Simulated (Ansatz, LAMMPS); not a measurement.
Si well of 20 atomic layers along [001] in random Si0.5Ge0.5, interfaces sharp. Cell 16.85 × 16.85 × 60.53 Å, Si571Ge221, 792 atoms. Prepared with Tersoff's 1989 multicomponent potential (SiCGe.tersoff) (LAMMPS): minimisation. 

Basis: localised support functions (accuracy medium) on a full density matrix. k-points: zone centre alone; occupations: Fermi-Dirac, 0.010 eV; spin polarisation not allowed. No spin-orbit coupling.

**Question.** Estimate the gap and bonding that PBE, support functions at accuracy medium on the grid of 370 eV run with Ansatz (an electronic-structure program) returns for this input.

**Answer.** 
Kohn-Sham gap of the cell on its k-mesh: 0.18 eV
weight of the highest filled level on the well: 0.33
weight of the lowest empty level on the well: 0.99
coordination (neighbours within 2.876 Å): 100.0 % 4-fold
Ge-Ge bonds, mean ± spread: 2.477 ± 0.008 Å
Ge-Si bonds, mean ± spread: 2.431 ± 0.008 Å
Si-Si bonds, mean ± spread: 2.394 ± 0.007 Å
bond angles, mean ± spread: 109.5° ± 1.5°
pressure: -1.48 GPa
